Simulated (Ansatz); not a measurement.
The starting structures come from a database of crystals and need not be the phases stable at ambient conditions.

 Where the default PAW files enter, the runs use the earlier of Ansatz's two default sets.

By PBEsol, the system below comes out a metal.

A figure of merit of an interconnect metal is its ballistic conductance per area.

Data:

```yaml
crystal:
  lattice:
    - [3.10135, 0.00000, 0.00000]
    - [0.12510, 4.31777, 0.00000]
    - [0.00000, 0.00000, 4.25688]
  atoms:
    - { symbol: Sb, position: [0.04335, 0.76354, 0.75000] }
    - { symbol: Sb, position: [0.95665, 0.23646, 0.25000] }
```

Space group of this cell: P2_1/m. The cell is strained (all lengths scaled by 0.98); by PBEsol its mean pressure is 0.7 GPa.

The current flows along the normal of the first two printed cell vectors. No spin-orbit coupling; the value is a mean over 0.1 eV about the Fermi level.

**Question.** Give the ballistic conductance per area that PBEsol (Ansatz, a program for electronic structure) yields.

**Answer.** 0.99 × 10¹⁵ S/m² for both spins.
